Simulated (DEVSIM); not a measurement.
Device: abrupt Si p-n junction, at 300 K.

Layer 1 from the left is Si, thickness (μm) 3.40, Na (cm⁻³) 6.9e16, τn (s) 4.1e-5, τp (s) 4.1e-5. Layer 2 from the left is Si, thickness (μm) 63.0, Nd (cm⁻³) 2.1e15, τn (s) 4.1e-5, τp (s) 4.1e-5.

Left contact: ohmic. Right contact: ohmic. Voltage is applied to the left contact. Recombination: SRH at mid-gap, radiative. Mobility is constant in doping.

This is a model device: material constants are rounded textbook-type values typed into the input, and sizes, dopings and lifetimes were drawn at random. Values at 300 K.

Si: gap (eV) 1.124, affinity (eV) 4.05, permittivity 11.7, Nc (cm⁻³) 2.86e19, Nv (cm⁻³) 3.1e19, μn (cm²/Vs) 1417, μp (cm²/Vs) 470, B (cm³/s) 4.7e-15.

Model (solved in DEVSIM): 1D drift-diffusion, Boltzmann statistics, complete ionisation; no tunnelling, impact ionisation, image-force lowering or self-heating.

Dark forward current:

```tsv
|V| (V)	|J| (A/cm²)
0.05	5.196e-10
0.10	3.064e-9
0.15	1.808e-8
0.20	1.148e-7
0.25	7.644e-7
0.30	5.200e-6
0.35	3.571e-5
0.40	0.0002462
0.45	0.001699
0.50	0.01170
0.55	0.07888
0.60	0.4779
0.65	2.159
0.70	6.683
0.75	15.34
0.80	28.85
0.85	47.61
0.90	71.82
0.95	101.6
1.00	137.0
1.05	178.1
1.10	224.8
1.15	277.2
1.20	335.3
1.25	399.0
1.30	468.3
```

Problem. Work out the local ideality factor n = ΔV / (kT/q · ln(J2/J1)) between the rows 0.15 and 0.20 V, 0.40 and 0.45 V, 1.25 and 1.30 V.

Solution. kT/q = 25.85 mV. From 0.15 to 0.20 V: ln(1.148e-7/1.808e-8) = 1.848, n = 1.05, near the 1 of diffusion or emission over a barrier. From 0.40 to 0.45 V: ln(0.001699/0.0002462) = 1.932, n = 1.00, near the 1 of diffusion or emission over a barrier. From 1.25 to 1.30 V: ln(468.3/399.0) = 0.160, n = 12.08.

Problem. Estimate the current at 0.35 V from the Shockley equation with J0 = Σ q ni² D/(N L) coth(W/L), τ joining the SRH, radiative and Auger lifetimes that are on, and W taken as the whole layer.

Solution. ni² = 1.16e20 cm⁻⁶; electrons in the p layer: μ = 1420 cm²/Vs, D = 36.6 cm²/s, τ = 4.05e-5 s, L = 385 μm, W/L = 0.0088, term 2.90e-11 A/cm²; holes in the n layer: μ = 470 cm²/Vs, D = 12.1 cm²/s, τ = 4.10e-5 s, L = 223 μm, W/L = 0.28, term 1.75e-11 A/cm². J0 = 4.65e-11 A/cm², and J = J0 exp(qV/kT) = 3.53e-5 A/cm². The simulation gives 3.57e-5 A/cm²; the estimate lies 1.2 % below. The estimate leaves out recombination in the depletion region and that region's share of W.
